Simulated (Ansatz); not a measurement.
The parent structure is Al in the fcc (Cu type) structure (space group Fm-3m, No. 225; a = 3.9924 Å; relaxed with 0.1 eV smearing).

All numbers come from r2SCAN (Ansatz, an electronic-structure program; PAW; 500 eV plane waves; no spin-orbit coupling), earlier PAW set.

Before the change:

```
Property    Value
--------  -------
Pressure  0.0 GPa
```

It is then changed as follows: an isotropic linear strain of +2.13 %; the atoms relax in the strained cell.

Question: Predict the new energy relative to the base and pressure.

Answer: The energy grows by 17 meV/atom; the pressure goes from zero to -5.1 GPa.

No phonon test of stability was made.
